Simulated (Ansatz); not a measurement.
Given:

```yaml
crystal:
  lattice:
    - [0.03568, 2.72020, 2.72020]
    - [2.72020, 0.03568, 2.72020]
    - [2.72020, 2.72020, 0.03568]
  atoms:
    - { symbol: Zn, position: [0.00110, 0.00110, 0.00110] }
    - { symbol: S, position: [0.24890, 0.24890, 0.24890] }
```

Calculation: r2SCAN with spin-orbit coupling, rigid bands (plane waves, PAW; Ansatz, a quantum-chemistry and plane-wave program). Condition of this run: uniaxial stress along [111] of -2 GPa (compression positive) (the target of the relaxation). Cell: cell and atoms relaxed with r2SCAN, then loaded as said.

### Question
What conductivity effective mass do dilute holes have at 300 K?

### Answer
0.80 mₑ.

### Question
What conductivity effective mass do dilute electrons have at 300 K?

### Answer
0.20 mₑ.

### Question
And the band gap?

### Answer
2.60 eV at this level; semilocal functionals usually fall short of the measured gap.

Rigid bands, one relaxation time for all states, no polarons.
